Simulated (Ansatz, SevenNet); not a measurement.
# Lattice constant a of rutile IrO₂: levels of theory against measurement

Reference value: 4.505 Å (measured, room temperature, no zero-point or thermal correction; as tabulated in Hiroi (2015), arXiv:1503.02262).

```csv
level (code),value (Å),difference (%)
SevenNet-0 (SevenNet),4.552,+1.04
LDA (Ansatz),4.434,-1.58
PBE (Ansatz),4.529,+0.53
PBE-D3(BJ) (Ansatz),4.503,-0.04
HSE06 (Ansatz),4.471,-0.75
```

The reference is not for a static lattice or low temperature, so close values are not ranked against it. Off by more than 1.25 % (a bound picked here): LDA (-1.58 %).

The measured value isn't corrected to a static lattice, so vibrations enter the comparison. A static lattice is as a rule a little smaller than the measured one.  Density-functional levels without +SOC have no spin–orbit coupling. PBE-D3(BJ), HSE06: the run has no spin polarisation, so it can have missed a magnetic state. Cutoffs and k meshes differ between the levels. Ansatz's density-functional and Hartree–Fock values are scalar-relativistic unless marked +SOC, with PAW data made under PBE.

Machine-learned potentials (SevenNet-0) are trained on DFT data, which may include these solids.

Differences are worked out from the printed values.

Ansatz is an electronic-structure program.
